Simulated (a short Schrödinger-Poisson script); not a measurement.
System: MOS inversion layer, Si3N4 on p-type Si(100), at 300 K.

From the gate side: 1.3 nm Si3N4; 210 nm Si, acceptors 4.3e18 cm⁻³.

The device is made up for the run: typed textbook-type constants, with dimensions and the other settings drawn at random. Si3N4: permittivity 7.5, conduction-band edge (eV) 1.95, gap (eV) 5.1, electron mass (mₑ) 0.5. Si: permittivity 11.7, conduction-band edge (eV) 0, gap (eV) 1.124, Nv at 300 K (cm⁻³) 3.1e19.

Channel valleys (confinement mass, in-plane density-of-states mass, number): Δ2 0.916, 0.19, 2; Δ4 0.19, 0.417, 4. At the gate the conduction-band edge of layer 1 lies 1.96 eV − eVg above the Fermi level of the channel; the field vanishes at the back. Gaps are held at their typed values at every temperature. Mesh 0.03 nm at interfaces.

From a short Schrödinger-Poisson script (our own, NumPy): 1D Poisson equation in equilibrium, electrons quantum, Hartree (BenDaniel-Duke, 12 states a valley, the channel's in-plane mass for all, wave functions ending at the dielectric), parabolic valleys, classical holes, full ionisation, no traps, pinning or gate leakage.

```
Vg (V)  electrons (cm⁻²)  C (μF/cm²)  Δ2 E0 (meV from the Fermi level)  Δ4 E0 (meV from the Fermi level)
------  ----------------  ----------  --------------------------------  --------------------------------
0.25              2.79e9       0.536                             189.6                             314.5
0.3              1.39e10       0.575                             147.9                             274.8
0.35             6.59e10       0.774                             107.5                             236.5
0.4              2.54e11        1.32                              72.0                             203.1
0.45             6.80e11        1.99                              45.2                             178.6
0.5              1.32e12        2.45                              26.0                             161.9
0.55             2.09e12        2.73                              11.6                             150.0
0.6              2.94e12        2.91                              -0.1                             140.8
0.65             3.84e12        3.02                             -10.1                             133.4
0.7              4.78e12        3.10                             -19.0                             127.0
0.75             5.74e12        3.16                             -27.3                             121.3
0.8              6.72e12        3.21                             -34.9                             116.2
0.85             7.72e12        3.25                             -42.3                             111.4
0.9              8.73e12        3.28                             -49.3                             106.9
0.95             9.74e12        3.31                             -56.1                             102.5
```

Gate voltages with under 1e9 electrons/cm² are left out.

Question: At Vg = 0.95 V the lowest Δ2 subband lies at -56.1 meV from the Fermi level. How many electrons does it hold, and what share of all?

Answer: The two-dimensional density of states is g m/(πħ²) = 1.59e11 cm⁻² meV⁻¹ (both spins), kT = 25.9 meV, so n = D kT ln(1 + exp(−E/kT)) = 9.35e12 cm⁻², 0.96 of the 9.74e12 cm⁻² in all.

Question: Compare the slope of the sheet density between 0.85 and 0.95 V with the geometric capacitance of the layers between gate and channel.

Answer: q Δn/ΔV = 3.24 μF/cm²; ε0/Σ(t/ε) = 5.11 μF/cm². The ratio is 0.63: the channel acts as a further capacitance in series.
